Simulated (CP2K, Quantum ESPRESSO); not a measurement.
A Quantum ESPRESSO input for a self-consistent single point of Ba2NCl (R-3m, 4 atoms in the cell) (DFT, PBEsol, plane waves, GBRV 1.5 ultrasoft (PBESOL) pseudopotentials):

```fortran
&control
 calculation = 'scf'
 prefix = 'ba2ncl'
 outdir = './out'
 pseudo_dir = './'
 tprnfor = .true.
 tstress = .true.
/
&system
 ibrav = 0
 nat = 4
 ntyp = 3
 ecutwfc = 40
 ecutrho = 200
 occupations = 'smearing'
 smearing = 'fd'
 degauss = 0.00147
/
&electrons
 conv_thr = 1.0d-8
 mixing_beta = 0.7
/
ATOMIC_SPECIES
Ba   137.3270  ba_pbesol_v1.uspp.F.UPF
N     14.0070  n_pbesol_v1.2.uspp.F.UPF
Cl    35.4500  cl_pbesol_v1.4.uspp.F.UPF
CELL_PARAMETERS angstrom
   2.02480712     1.16902293     7.49498100
  -2.02480712     1.16902293     7.49498100
   0.00000000    -2.33804587     7.49498100
ATOMIC_POSITIONS angstrom
Ba    0.00000000    0.00000000    5.20418503
Ba    0.00000000    0.00000000   17.28075797
N     0.00000000    0.00000000   11.24247150
Cl    0.00000000    0.00000000    0.00000000
K_POINTS automatic
6 6 6  0 0 0
```

Problem. Write the same calculation as an input for CP2K.

Solution. One input that does it (others would too):

```
&GLOBAL
  PROJECT ba2ncl
  RUN_TYPE ENERGY_FORCE
  PRINT_LEVEL MEDIUM
&END GLOBAL
&FORCE_EVAL
  METHOD Quickstep
  STRESS_TENSOR ANALYTICAL
  &DFT
    BASIS_SET_FILE_NAME BASIS_MOLOPT
    POTENTIAL_FILE_NAME GTH_POTENTIALS
    &QS
      METHOD GPW
      EPS_DEFAULT 1E-10
    &END QS
    &MGRID
      CUTOFF 500
      REL_CUTOFF 50
      NGRIDS 5
    &END MGRID
    &SCF
      SCF_GUESS ATOMIC
      EPS_SCF 1E-6
      MAX_SCF 100
      ADDED_MOS 6
      &DIAGONALIZATION
        ALGORITHM STANDARD
      &END DIAGONALIZATION
      &MIXING
        METHOD BROYDEN_MIXING
        ALPHA 0.4
        NBUFFER 8
        BETA 1.5
      &END MIXING
      &SMEAR ON
        METHOD FERMI_DIRAC
        ELECTRONIC_TEMPERATURE [K] 232.09
      &END SMEAR
    &END SCF
    &KPOINTS
      SCHEME MONKHORST-PACK 6 6 6
      GAMMA_CENTERED T
    &END KPOINTS
    &XC
      &XC_FUNCTIONAL
        &PBE
          PARAMETRIZATION PBESOL
        &END PBE
      &END XC_FUNCTIONAL
    &END XC
    &PRINT
      &MO
        EIGENVALUES T
        OCCUPATION_NUMBERS T
        NDIGITS 8
        FILENAME mo
        &EACH
          QS_SCF 0
        &END EACH
        ADD_LAST NUMERIC
      &END MO
      &MULLIKEN ON
      &END MULLIKEN
    &END PRINT
  &END DFT
  &SUBSYS
    &CELL
      ABC 7.85119100 7.85119059 7.85119079
      ALPHA_BETA_GAMMA 29.89075797 29.89075775 29.89075513
      PERIODIC XYZ
    &END CELL
    &COORD
      Ba       4.96807020     1.32611534     0.80202099
      Ba      16.49672680     4.40343266     2.66315101
      N       10.73239850     2.86477400     1.73258600
      Cl       0.00000000     0.00000000     0.00000000
    &END COORD
    &KIND Ba
      BASIS_SET DZVP-MOLOPT-SR-GTH
      POTENTIAL GTH-PBE-q10
    &END KIND
    &KIND N
      BASIS_SET DZVP-MOLOPT-SR-GTH
      POTENTIAL GTH-PBE-q5
    &END KIND
    &KIND Cl
      BASIS_SET DZVP-MOLOPT-SR-GTH
      POTENTIAL GTH-PBE-q7
    &END KIND
  &END SUBSYS
  &PRINT
    &FORCES ON
    &END FORCES
    &STRESS_TENSOR ON
    &END STRESS_TENSOR
  &END PRINT
&END FORCE_EVAL
```

Basis settings and potentials, where a program has them, do not carry over. This input uses DFT PBEsol, GPW, DZVP-MOLOPT-SR-GTH basis, GTH-PBE potentials (GTH_POTENTIALS).

The starting cell comes from a database of computed structures (which also holds hypothetical and non-ambient phases and stackings), without a prior relaxation at this level. For this run, on top of that: lattice scaled by 0.98.
